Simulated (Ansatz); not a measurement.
Take MoSe2 in the 2H-MoS2 type structure (space group P6_3/mmc, No. 194; a = 3.228 Å, c = 12.347 Å; layered, stacked along the Cartesian z axis) as the base.

Calculations: PBEsol-D3(BJ) in Ansatz (plane waves to 420 eV, PAW, no spin-orbit coupling).

For the base:

```
Property                Value
-------------------  --------
Band gap              0.54 eV
Pressure             0.00 GPa
Smallest direct gap   1.54 eV
```

One thing is altered: every lattice vector is stretched by 3.28 %, atoms relaxed at fixed cell.

**Question.** What happens to the band gap, pressure and smallest direct gap?

**Answer.** The band gap goes up by 0.18 eV, from 0.54 eV to 0.72 eV; the pressure (mean of the normal stresses, compression positive) goes from zero to -5.86 GPa; the smallest direct gap drops by 0.25 eV (1.54 eV → 1.29 eV).

The cells carry an imposed strain or load. No phonon test of stability was made.

Ansatz is an electronic-structure program.
